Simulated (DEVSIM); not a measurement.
System: abrupt Si n-p junction, at 400 K.

```
layer (left to right)  material  thickness (μm)  Nd (cm⁻³)  Na (cm⁻³)  τn (s)  τp (s)
---------------------  --------  --------------  ---------  ---------  ------  ------
1                            Si           0.430     1.6e16          -    2e-7    2e-7
2                            Si            19.0          -     1.2e16    2e-7    2e-7
```

Left contact: ohmic. Right contact: ohmic. Voltage is applied to the left contact. Recombination: SRH at mid-gap, radiative, Auger. Mobility is constant in doping.

Constants are typed, rounded textbook-type inputs, not results; the design itself was drawn at random and stands for no fabricated device. Values at 300 K; Nc and Nv go as T^1.5, mobilities as T to minus their exponent, the gap by Varshni's rule with the affinity fixed.

| parameter | Si |
|---|---|
| gap (eV) | 1.124 |
| affinity (eV) | 4.05 |
| permittivity | 11.7 |
| Nc (cm⁻³) | 2.86e19 |
| Nv (cm⁻³) | 3.1e19 |
| μn (cm²/Vs) | 1417 |
| μp (cm²/Vs) | 470 |
| T exponent of μn | 2.3 |
| T exponent of μp | 2.2 |
| B (cm³/s) | 4.7e-15 |
| Cn (cm⁶/s) | 2.8e-31 |
| Cp (cm⁶/s) | 9.9e-32 |
| Varshni α (eV/K) | 0.000473 |
| Varshni β (K) | 636 |

Simulated with DEVSIM: 1D drift-diffusion, Boltzmann statistics, complete ionisation; no tunnelling, impact ionisation, image-force lowering or self-heating.

Q: Tabulate band edges, carrier densities and field at -0.9 V on the left contact.

A: Energies count from the Fermi level of the right contact; mesh points crowd at the junctions.

```
x (μm)   Ec (eV)  Ev (eV)  n (cm⁻³)  p (cm⁻³)  field (V/cm)
-------  -------  -------  --------  --------  ------------
0.000      1.173    0.077    1.6e16     2.0e9          -240
0.02491    1.172    0.076    1.6e16    2.3e14          -240
0.07267    1.171    0.075    1.7e16    6.5e14          -230
0.1642     1.169    0.073    1.7e16    1.4e15          -210
0.3262     1.167    0.071    1.8e16    2.8e15           160
0.3888     1.173    0.076    1.5e16    3.9e15          2200
0.4228     1.186    0.089    1.0e16    6.2e15          6200
0.4540     1.204    0.108    6.1e15    1.1e16          3800
0.5060     1.214    0.117    4.5e15    1.5e16           670
0.6142     1.214    0.118    4.1e15    1.6e16          -160
0.8393     1.210    0.114    4.1e15    1.6e16          -200
1.557      1.196    0.099    4.1e15    1.6e16          -200
2.802      1.171    0.075    4.1e15    1.6e16          -200
5.393      1.119    0.023    4.0e15    1.6e16          -200
12.58      0.973   -0.124    3.6e15    1.6e16          -210
16.15      0.896   -0.201    3.0e15    1.5e16          -230
17.93      0.853   -0.243    2.0e15    1.4e16          -250
18.72      0.832   -0.264    1.2e15    1.3e16          -280
19.18      0.819   -0.278    5.1e14    1.3e16          -310
19.32      0.814   -0.282    2.3e14    1.2e16          -330
19.39      0.812   -0.284    8.8e13    1.2e16          -330
19.43      0.811   -0.286     2.7e9    1.2e16          -330
```
